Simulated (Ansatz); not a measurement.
We consider bcc Eu, described by LDA (Ansatz, an electronic-structure program, PAW).

Numerical settings: plane-wave cutoff 520 eV, 18×18×18 k mesh, Fermi–Dirac smearing 0.05 eV, spin-polarised with parallel moments, scalar-relativistic PAW data made under PBE.

Computed at the level's own relaxed cell.

### Question
Estimate the equilibrium lattice constant a, equilibrium volume per atom, pressure derivative B′ of the bulk modulus, magnetic moment per atom (the cell's total over its atoms) and bulk modulus that the calculation returns.

### Answer

- equilibrium lattice constant a = 4.106 Å
- equilibrium volume per atom = 34.62 Å³/atom
- pressure derivative B′ of the bulk modulus = 3.4
- magnetic moment per atom (the cell's total over its atoms) = 7.16 μB
- bulk modulus = 19.3 GPa

The run finds no gap.

Measured, for comparison: lattice constant a 4.582 Å (293 K, no zero-point or thermal correction, our sources range from 4.582 to 4.610; as tabulated in Wikipedia's data pages); equilibrium volume per atom 48.10 Å³/atom (293 K, no zero-point or thermal correction; as tabulated in Wikipedia's data pages); bulk modulus 10.9 ± 0.6 GPa (room temperature, no zero-point or thermal correction, our sources range from 10.9 to 11.7; as tabulated in arXiv:1012.3782). Computed (rounded) less measured: lattice constant a -10.4 % (-10.4 % to -10.9 % over the range), equilibrium volume per atom -28.0 %, bulk modulus +77 % (+65 % to +77 % over the range).

Note: the 4f shell is treated without U or exact exchange, so its levels and filling can be wrong; the collinear magnetic order is the start's and need not be the measured one.

Moments are spin moments.

Spin–orbit coupling is not included.

Static lattice: no zero-point or thermal effects.
